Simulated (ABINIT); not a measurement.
Checking a run of ABINIT on SiO2 (P3_221, 9 atoms in the cell). The aim is a self-consistent single point with DFT, LDA (PW92), plane waves, PAW (JTH v2.0 LDA PAW).

Cell that was meant: a = 5.0213 Å, b = 5.0213 Å, c = 5.5473 Å, α = 90.00°, β = 90.00°, γ = 120.00°.

Part of the input:

```
# SiO2, JTH v2.0 PBE PAW
pp_dirpath "./"
pseudos "Si.GGA_PBE-JTH.xml, O.GGA_PBE-JTH.xml"
acell 5.0212832092 5.0212832092 5.5473240000 Angstrom
rprim
         1.0000000000   -0.0000000595    0.0000000000
```

Output (repeated stretches shortened):

```
 Symmetries : space group P3_2 2 1 (#154); Bravais hP (primitive hexag.)

 -outvars: echo values of preprocessed input variables --------
   [... lines left out ...]

 Coarse grid specifications (used for wave-functions):

 getcut: wavevector=  0.0000  0.0000  0.0000  ngfft=  45  45  48
         ecut(hartree)=     23.997   => boxcut(ratio)=   2.07641

 Fine grid specifications (used for densities):

 getcut: wavevector=  0.0000  0.0000  0.0000  ngfft=  60  60  72
         ecut(hartree)=     47.995   => boxcut(ratio)=   2.02757

   2.00391564E+03                                ecore*ucvol(ha*bohr**3)

_setup2: Arith. and geom. avg. npw (full set) are    4589.438    4589.419
--- !BeginCycle
solver: {iscf: 17, nstep: 100, nline: 4, wfoptalg: 10, }
tolerances: {tolvrs: 1.00E-11, }
...

     iter   Etot(hartree)      deltaE(h)  residm     nres2
 ETOT  1  -109.59062874514    -1.096E+02 4.212E-02 1.299E+02
 ETOT  2  -109.42130738284     1.693E-01 7.452E-03 5.060E+01
 ETOT  3  -109.36880605406     5.250E-02 1.516E-03 2.862E+00
 ETOT  4  -109.36738200819     1.424E-03 7.754E-04 5.292E-02
 ETOT  5  -109.36771765035    -3.356E-04 4.901E-04 9.556E-03
   [... 13 lines left out ...]
 ETOT 19  -109.36780270251    -1.032E-10 1.133E-07 2.309E-10
 ETOT 20  -109.36780270255    -4.363E-11 1.802E-07 2.079E-10
 ETOT 21  -109.36780270257    -1.778E-11 6.675E-08 4.863E-11
 ETOT 22  -109.36780270257    -7.759E-12 9.458E-08 7.858E-13
 At SCF step   22       nres2   =  7.86E-13 < tolvrs=  1.00E-11 =>converged.

 Cartesian components of stress tensor (hartree/bohr^3)
  sigma(1 1)=  4.49294431E-04  sigma(3 2)=  0.00000000E+00
  sigma(2 2)=  4.49294431E-04  sigma(3 1)=  0.00000000E+00
  sigma(3 3)=  4.67331951E-04  sigma(2 1)=  1.13530959E-13

 ----iterations are completed or convergence reached----

 reduced coordinates (array xred) for    9 atoms
       0.000000000000      0.468800000000      0.333333333333
       0.531200000000      0.531200000000      0.000000000000
       0.468800000000      0.000000000000      0.666666666667
       0.144540000000      0.731440000000      0.547820000000
       0.268560000000      0.413100000000      0.214486666667
   [... lines left out ...]
 Fermi (or HOMO) energy (hartree) =   0.14601   Average Vxc (hartree)=  -0.34908
 Fermi (or HOMO) energy (eV) =   3.97300   Average Vxc (eV)=  -9.49892
   [... lines left out ...]
total_energy        : -1.09367802946629E+02
total_energy_eV     : -2.97604926790556E+03
...

-Cartesian components of stress tensor (GPa)         [Pressure= -1.3396E+01 GPa]
- sigma(1 1)=  1.32186963E+01  sigma(3 2)=  0.00000000E+00
- sigma(2 2)=  1.32186963E+01  sigma(3 1)=  0.00000000E+00
- sigma(3 3)=  1.37493784E+01  sigma(2 1)=  3.34019558E-09

 Calculation completed.
```

Problem. Is this run sound? If not, what is wrong?

Solution. The run is not sound. The fault is potentials made for another functional. A pseudopotential or PAW dataset holds the core screening of the functional that it was made with. To fix it, use potentials made for the functional of the run. The run converged in 22 iterations without an error; against the sound input the pressure goes from -13.74 to -13.40 GPa, the largest force goes from 0.761 to 0.745 eV/Å and the gap on the mesh stays at 5.232 eV.

The sound input it was made from differs as follows (other fixes are possible):
```diff
-# SiO2, JTH v2.0 PBE PAW
+# SiO2, JTH v2.0 LDA PAW
-pseudos "Si.GGA_PBE-JTH.xml, O.GGA_PBE-JTH.xml"
+pseudos "Si.LDA_PW-JTH.xml, O.LDA_PW-JTH.xml"
```

With that input, the run converged in 17 iterations: free energy E − TS -2977.29 eV; top of the valence band (on the code's own zero) 0.29 eV; gap on the k-point mesh 5.23 eV; pressure -13.74 GPa; largest force (vector length) 0.761 eV/Å (DFT, LDA (PW92), plane waves, PAW (JTH v2.0 LDA PAW)).

On the sound input: the starting cell comes from a database of computed structures (which also holds hypothetical and non-ambient phases and stackings), without a prior relaxation at this level. Its lattice was rescaled by a random factor within 2.5 % of one. With a pressure of about -14 GPa the cell is away from its equilibrium volume at this level.

These are the values that this program gave, and no reference: the one-centre exchange-correlation terms come from a truncated expansion.
